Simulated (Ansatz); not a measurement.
Functionals compared on the (11-21) surface of hexagonal WC in its 1x1 cell (cut with top plane W, bottom plane C), outermost plane spacing 0.65 Å in the ideal cut, in Ansatz (plane waves, PAW). The structure was relaxed with PBE; the other rows are single points on it, each with its references at the same level. Cutoff 420 eV (500 eV for r2SCAN). The surface energy is the mean of two unlike faces.

Model: 18-atom slab, C9W9, 11.0 Å thick at the start, 10x10x1 mesh, Fermi-Dirac 0.1 eV, dipole correction, all atoms relaxed; no symmetry held; no spin, no spin-orbit, no U. These notes are the PBE run's.

```csv
functional,surface energy (J/m²),work function of the top face (eV),rough cost of the single point
PBE,4.26,3.58,–
LDA,4.90,3.91,roughly 5 core-minutes
PBEsol,…,…,very roughly 5 core-minutes
RPBE,4.00,3.42,very roughly 5 core-minutes
r2SCAN,4.55,3.54,very roughly 9 core-minutes
```

Question: Fill in the missing entries.

Answer: 
- PBEsol, surface energy (J/m²): 4.71
- PBEsol, work function of the top face (eV): 3.67

Ansatz is a program for electronic structure.
